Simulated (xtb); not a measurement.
xtb 6.7.1, GFN1-xTB: Zn(hfac)(amdMe)(OH2)2, 36 atoms. The geometry is a generated start, not checked to be a minimum at this level.

```
Property                                                                                                        Value
------------------------  -------------------------------------------------------------------------------------------
method                                                                                                       GFN1-xTB
--acc                                                                                                     1 (default)
--etemp (K)                                                                                             300 (default)
detailed input (--input)  none: ANC optimiser, Lindh (1995) Hessian, microcycle=20, maxdispl=1.0, hlow=0.01 (default)
basis functions                                                                                                   116
valence electrons                                                                                                 128
```

Charge 0 and multiplicity 1 are set for this test and not shown to be the ground state.

The structure is relaxed from this start with --opt LEVEL for the levels crude, sloppy, loose, lax, normal, tight, vtight, extreme, once each. Up to the end of the extreme run atoms move by at most 1.7 Å along an axis.

Problem. What is the loosest level that ends within 20 meV of the extreme run, and how many cycles does it take?

Solution. lax: 46 cycles against 94, ending 7.9 meV above.

| level | cycles | energy above the extreme run (meV) | gradient norm (eV/Å) |
|---|---|---|---|
| crude | 7 | 78 | 0.41 |
| sloppy | 14 | 50 | 0.29 |
| loose | 24 | 27 | 0.17 |
| lax | 46 | 7.9 | 0.093 |
| normal | 68 | 0.69 | 0.017 |
| tight | 81 | 0.085 | 0.040 |
| vtight | 92 | under 0.01 | 0.0023 |
| extreme | 94 | — | 0.0012 |
